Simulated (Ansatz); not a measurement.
## Habitual settings against a tight run: Ge (Fd-3m, 2 atoms in the cell)

Self-consistent single point.

```
Ge
1.0
    0.00000     2.89559     2.89559
    2.89559     0.00000     2.89559
    2.89559     2.89559     0.00000
Ge
2
Cartesian
  2.89559   2.89559   2.89559
  4.34339   4.34339   4.34339
```

Method: PBE, PAW files (plane waves; Ansatz, a program for electronic structure).

Base settings: basis.ecutwfc = 420 eV; kpoints.mp_grid.grid = 13 13 13; hamiltonian.xc = pbe; hamiltonian.pseudopotentials = {kind: paw} (the program's default PAW files); scf.occupations.method = methfessel_paxton; scf.occupations.width = 0.272 eV.

Tight run (finer mesh or higher cutoff; not a proven limit): basis.ecutwfc: 420 eV → 590 eV; kpoints.mp_grid.grid: 13 13 13 → 18 18 18; scf.convergence.dr2_threshold: default (1e-07 eV) → 1e-09 eV. It gave Fermi level (on the code's own zero) 7.65 eV; pressure -0.87 GPa.

Quick runs, as changes from the base:
- A: the base itself
- B: basis.ecutwfc: 420 eV → 335 eV; kpoints.mp_grid.grid: 13 13 13 → 6 6 6; scf.occupations.method: methfessel_paxton → fermi_dirac; scf.occupations.width: 0.272 eV → 0.5 eV
- C: kpoints.mp_grid.grid: 13 13 13 → 4 4 4; scf.occupations.method: methfessel_paxton → cold; scf.occupations.width: 0.272 eV → 0.136 eV; scf.convergence.dr2_threshold: default (1e-07 eV) → 0.001 eV
- D: basis.ecutwfc: 420 eV → 250 eV; kpoints.mp_grid.grid: 13 13 13 → 6 6 6

Energies are extrapolated to zero smearing width, which holds to low order in the width alone.

The count of work is k-points × plane waves × bands × iterations; it is no time. 

Pressures in the table are Ansatz's without its Pulay estimate, at a fixed set of plane waves; the tight run's value above holds the estimate.

The starting cell comes from a database of computed structures (which also holds hypothetical and non-ambient phases and stackings), without a prior relaxation at this level. Its lattice was rescaled by a random factor within 2.5 % of one.

| run | energy less tight (meV/atom) | pressure less tight (GPa) | count of work / tight |
|---|---|---|---|
| A | 1.1 | -0.01 | 0.23 |
| B | 61.5 | 0.66 | 0.034 |
| C | 121.4 | 1.08 | 0.011 |
| D | 545.6 | -25.22 | 0.014 |

Among the runs at the tight run's level, the energy misses run from 1.1 to 545.6 meV/atom.

Left out of this page: 2 runs of the series unsound by tests on forces, stress, charge or solver warnings.

Keys are those of Ansatz 0.2.
